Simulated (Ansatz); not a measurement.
We consider cubic perovskite CsPbBr₃ (cubic high-temperature phase), described by HSE06 (Ansatz, a first-principles code, PAW).

Settings: plane-wave cutoff 460 eV, 4×4×4 k mesh, Fermi–Dirac smearing 0.01 eV, scalar-relativistic PAW data made under PBE.

Cell (relaxed at this level):

CsPbBr₃ is modelled in the cubic space group Pm-3m (No. 221), the cubic perovskite structure, Pearson symbol cP5. Lattice parameters: a = b = c = 5.971 Å, α = β = γ = 90.00°. Cs on 1a sees 12 Br at 4.222 Å (cuboctahedral). Pb on 1b has 6 Br at 2.985 Å (octahedral). Br on 3c is coordinated by 2 Pb at 2.985 Å and 4 Cs at 4.222 Å (octahedral). (Neighbours: up to the widest gap in distance over summed covalent radii, below 1.35, at either atom; cation-cation and far metal-metal contacts left out.)

Q: What does this level give for the bulk modulus B0, band gap, direct gap at Γ and pressure derivative B′ of the bulk modulus?

A: 
bulk modulus B0: 19.8 GPa
band gap: 2.34 eV (on the SCF k mesh)
direct gap at Γ: 6.09 eV
pressure derivative B′ of the bulk modulus: 4.7

Note: the relaxation could not lower the start's symmetry, so the cell can be a saddle point above a distorted one.

Spin–orbit coupling is not included; with these elements it can move the gap by several tenths of an eV or more.

Static lattice: no zero-point or thermal effects.
